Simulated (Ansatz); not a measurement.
Consider CsSnI3 in the cubic perovskite structure (space group Pm-3m, No. 221; a = 6.2713 Å).

Structures relaxed with plane-wave PAW DFT at the PBE level (Ansatz, a quantum-chemistry and plane-wave program, 420 eV), without spin-orbit coupling.

Base:

Simulated powder pattern, Cu Kα1, λ = 1.54056 Å (kinematic, ideal powder, no thermal factors, no anomalous dispersion; the 10 strongest lines at most, above 2 %, up to 2θ = 90°):

```json
[
 {"2θ (°)": "14.11", "I/Imax (%)": "18", "hkl": "(100)"},
 {"2θ (°)": "20.01", "I/Imax (%)": "18", "hkl": "(110)"},
 {"2θ (°)": "24.57", "I/Imax (%)": "74", "hkl": "(111)"},
 {"2θ (°)": "28.44", "I/Imax (%)": "100", "hkl": "(200)"},
 {"2θ (°)": "40.66", "I/Imax (%)": "75", "hkl": "(220)"},
 {"2θ (°)": "48.08", "I/Imax (%)": "35", "hkl": "(311)"},
 {"2θ (°)": "50.36", "I/Imax (%)": "27", "hkl": "(222)"},
 {"2θ (°)": "64.74", "I/Imax (%)": "14", "hkl": "(331)"},
 {"2θ (°)": "66.64", "I/Imax (%)": "34", "hkl": "(420)"},
 {"2θ (°)": "73.99", "I/Imax (%)": "25", "hkl": "(422)"}
]
```

After one change:

Simulated powder pattern, Cu Kα1, λ = 1.54056 Å (kinematic, ideal powder, no thermal factors, no anomalous dispersion; the 10 strongest lines at most, above 2 %, up to 2θ = 90°):

```csv
2θ (°),I/Imax (%)
13.70,18
19.42,18
23.84,74
27.60,100
39.42,76
46.59,36
48.80,27
62.64,15
64.46,35
71.49,26
```

### Question
Which of these changes matches the shifts?
A. isotropic strain +2.40 %
B. isotropic strain +1.20 %
C. isotropic strain +1.80 %
D. isotropic strain +3.00 %

### Answer
D, isotropic strain +3.00 %. Its volume per atom is 53.90 Å³ against 49.33 Å³, and its space group is Pm-3m (No. 221).

No phonon test of stability was made. Many cubic perovskites are stable only at high temperature; tilts and polar distortions were not tested.
